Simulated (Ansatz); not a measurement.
**Ca, pressure series**

Start from Ca in the fcc (Cu type) structure (space group Fm-3m, No. 225).

```
Ca
1.0
    0.00000     2.76325     2.76325
    2.76325     0.00000     2.76325
    2.76325     2.76325     0.00000
Ca
1
Direct
  0.00000   0.00000   0.00000
```

Cell and atoms are relaxed at each pressure.

Method: PBE (Ansatz, a quantum-chemistry and plane-wave program), without spin-orbit coupling.

Two rows of this table had their results exchanged by mistake.

```
pressure          volume per atom (Å³)  shortest distance (Å)  band gap
----------------  --------------------  ---------------------  --------
pressure −2 GPa                  48.89                  4.104      zero
pressure −1 GPa                  44.98                  3.992      zero
pressure 1.8 GPa                 38.57                  3.792      zero
pressure 4.2 GPa                 35.14                  3.677      zero
pressure 9 GPa                   16.39                  2.851      zero
pressure 30 GPa                  22.04                  3.147      zero
pressure 45 GPa                  18.70                  2.980      zero
pressure 60 GPa                  30.69                  3.514      zero
```

Problem. Which two?

Solution. The rows for pressure 9 GPa and pressure 60 GPa: the volume has to fall steadily with pressure, so 30.69 Å³ belongs to pressure 9 GPa and 16.39 Å³ to pressure 60 GPa.

Load acts through the strain it causes; cell and atoms are relaxed under it. No phonon test of stability was made. Measured, Ca leaves this structure (for bcc) near 20 GPa (temperature not stated; as listed in Olga Degtyareva, NATO science for peace and security series. B, Physics and biophysics (2010)). Gaps under 0.05 eV, about the width of the smearing, are given as zero.
